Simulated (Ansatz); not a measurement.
**Sn: stress against strain**

Sn (diamond, Fd-3m, 33.925 Å³/atom at rest) under an equal strain ε in the (001) plane with the normal axis free, as in a coherent film. LDA in Ansatz, a plane-wave DFT program (PAW, default set), 420 eV, 16×16×16 Γ-centred mesh, Fermi-Dirac smearing 0.10 eV; ions are relaxed within the symmetry of each cell. Stress is positive for a compressed cell.

Here s stands for strain and y for stress xx.

| strain (%) | stress xx (GPa) |
|---|---|
| -3.00 | ? |
| -1.50 | 1.03 |
| -1.00 | 0.67 |
| -0.50 | 0.33 |
| 0.00 | -0.01 |
| 0.50 | -0.32 |
| 1.00 | -0.63 |
| 1.50 | -0.93 |

Q: Using a straight line, estimate the missing y at s = -3.00 from the other rows, showing the fit.

A: Means: s 0, y 0.020. About the means, the sum of products is -4.5650 and the sum of squares of s is 7.0000; the slope is their ratio. Least squares gives y = 0.020 - 0.6521·s. Residuals (row less fit): 0.032, -0.002, -0.016, -0.030, -0.014, 0.002, 0.028; standard error 0.025 (degrees of freedom: 5). The slope gives the biaxial elastic modulus of this plane = 65 ± 1.0 GPa. At the withheld row, y = 0.020 - 0.6521 × (-3.0) = 1.976 GPa. The calculation gives 2.17 GPa, 0.194 GPa above the prediction (6.3 % of the range of y in the table). The row lies outside the fitted rows, so this is an extrapolation. From the scatter of the fitted rows alone, a prediction at this place has a standard error of 0.039 GPa, so the miss is 5.0 times that.

One order more, fitted to all 13 runs of the series, follows each within 0.01, so the miss is the next term of a smooth law. This level leaves no gap over 0.05 eV at strain -3.00, -1.50, -1.00, -0.50, 0.00, 0.50, 1.00, 1.50, where the mesh may be coarse. Sn is here grey tin, stable below 13 °C. Rows are the converged runs of the series near zero and its far end; series whose fitted rows scatter by over a few per cent of the range, as at a crossing or softening among them, aren't shown in this form. Most that stay on the fit to the last digits aren't either.
